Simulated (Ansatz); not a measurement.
**TaN in the rock salt structure (space group Fm-3m, No. 225)**

```yaml
crystal:
  lattice:
    - [0.00000, 2.18780, 2.18780]
    - [2.18780, 0.00000, 2.18780]
    - [2.18780, 2.18780, 0.00000]
  atoms:
    - { symbol: N, position: [0.00000, 0.00000, 0.00000] }
    - { symbol: Ta, position: [0.50000, 0.50000, 0.50000] }
```

The values are results of PBEsol/PAW in Ansatz (a first-principles code), no spin-orbit coupling, not measurements. Settings: 18×18×18 k-points, 0.05 eV Fermi–Dirac smearing.

The volume per atom is 10.47 Å³ and the density comes out as 15.46 g/cm³. The band gap is zero. The total energy is -5093.530 eV/atom (σ→0; compares only within this code and set-up).

Stability against distortions was not tested. All final runs are without spin polarisation. This is not the structure that TaN has at room temperature and ambient pressure.
